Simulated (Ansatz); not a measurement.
Cohesive energy of TiSi (model structure, started from the CsCl type, Pm-3m, No. 221, 2 atoms in the cell) at several levels of theory

No measured value is used here.

```csv
level (code),value (eV/atom),cell (Å³/atom)
LDA (Ansatz),[?],14.22
PBEsol (Ansatz),5.74,14.61
r²SCAN (Ansatz),4.90,14.90
r²SCAN+rVV10 (Ansatz),5.11,14.80
```

Q: Complete the blanks.

A: 
- LDA (Ansatz, a first-principles code), value (eV/atom): 6.23

Free atoms are spin-polarised, in the lowest state found; at levels without +SOC their spin–orbit coupling is left out.  Each level is taken at its own relaxed cell. Cutoffs differ between the levels. Ansatz's density-functional and Hartree–Fock values are scalar-relativistic unless marked +SOC, with PAW data made under PBE.

A model structure was made by putting elements into a prototype or built by hand; it is no filed structure, need not be a known phase, and can be a saddle point held by its symmetry.
